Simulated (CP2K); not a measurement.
Input and output of a self-consistent single point for BN (F-43m, 2 atoms in the cell) (CP2K).

Method: CP2K with PBE, GPW, DZVP-MOLOPT-SR-GTH basis, GTH-PBE potentials (GTH_POTENTIALS).

The change in words: lattice scaled by 0.98. Reference geometry:
```xyz
2
Lattice="2.5562 0.0000 0.0000 1.2781 2.2137 0.0000 1.2781 0.7379 2.0871" Properties=species:S:1:pos:R:3 pbc="T T T"
B      0.0000     0.0000     0.0000
N      1.2781     0.7379     0.5218
```

Reference input (self-consistent single point, DFT PBE, GPW, DZVP-MOLOPT-SR-GTH basis, GTH-PBE potentials (GTH_POTENTIALS)): CUTOFF = 400 Ry; REL_CUTOFF = 40 Ry; SMEAR/METHOD = FERMI_DIRAC; ELECTRONIC_TEMPERATURE = 116.05 K; KPOINTS/SCHEME = MONKHORST-PACK 11 11 11; XC_FUNCTIONAL = PBE; B/BASIS_SET = DZVP-MOLOPT-SR-GTH; B/POTENTIAL = GTH-PBE-q3; N/BASIS_SET = DZVP-MOLOPT-SR-GTH; N/POTENTIAL = GTH-PBE-q5; METHOD = GPW; EPS_DEFAULT = 1e-11. This run's input differs from it in these lines:

```diff
@@ -62,5 +62,5 @@
     &CELL
-      A 2.55619100 0.00000000 0.00000000
-      B 1.27809600 2.21372600 0.00000000
-      C 1.27809600 0.73790900 2.08712100
+      A 2.50506700 0.00000000 0.00000000
+      B 1.25253400 2.16945200 0.00000000
+      C 1.25253400 0.72315100 2.04537900
       PERIODIC XYZ
@@ -69,3 +69,3 @@
       B        0.00000000     0.00000000     0.00000000
-      N        1.27809575     0.73790875     0.52178025
+      N        1.25253375     0.72315075     0.51134475
     &END COORD
```

The program printed (abridged):

```
 SCF WAVEFUNCTION OPTIMIZATION

  Step     Update method      Time    Convergence         Total energy    Change
     1 NoMix/Diag. 0.40E+00      -     1.57282696       -13.1809324091 -1.32E+01
     2 Broy./Diag. 0.40E+00      -     0.25971293       -11.9646023107  1.22E+00
     3 Broy./Diag. 0.40E+00      -     0.04820306       -12.6830166578 -7.18E-01
     4 Broy./Diag. 0.40E+00      -     0.04495422       -12.8590321674 -1.76E-01
     5 Broy./Diag. 0.40E+00      -     0.00116952       -12.8729335994 -1.39E-02
     6 Broy./Diag. 0.40E+00      -     0.00052925       -12.8694690223  3.46E-03
     7 Broy./Diag. 0.40E+00      -     0.00004022       -12.8681091140  1.36E-03
     8 Broy./Diag. 0.40E+00      -     0.00001819       -12.8681309343 -2.18E-05
     9 Broy./Diag. 0.40E+00      -     0.00000095       -12.8681644596 -3.35E-05
  *** SCF run converged in     9 steps ***

  Overlap energy of the core charge distribution:               0.00000020977871
  Self energy of the core charge distribution:                -30.91005782344042
  Core Hamiltonian energy:                                      9.73213519921155
  Hartree energy:                                              12.08129801410126
  Exchange-correlation energy:                                 -3.77154005924677
  Electronic entropic energy:                                  -0.00000000000000
  Fermi energy:                                                 0.48291343836379

  Total energy:                                               -12.86816445959567
  Total energy (extrapolated to T->0):                        -12.86816445959567

   [... lines left out ...]

 STRESS| Analytical stress tensor [bar]
 STRESS|                        x                   y                   z
 STRESS|      x        3.02051334648E+05   1.53803808254E+01   1.08755739731E+01
 STRESS|      y        1.53803808254E+01   3.02031091434E+05   6.31439658465E+00
 STRESS|      z        1.08755739731E+01   6.31439658465E+00   3.02025825903E+05
 STRESS| 1/3 Trace                                             3.02036083995E+05
```

The run converged in 9 iterations. Against the reference run the free energy goes up by 36.2 meV/atom, the pressure goes from 4.38 to 30.20 GPa and the gap on the mesh goes from 4.638 to 4.713 eV.

The starting cell has typed, rounded lattice constants, without a prior relaxation at this level. For this run, on top of that: lattice scaled by 0.98. Values carry the incompleteness of an atom-centred basis. With a pressure of about 30 GPa the cell is away from its equilibrium volume at this level.

Cost on one core of a shared machine: roughly 80 s.
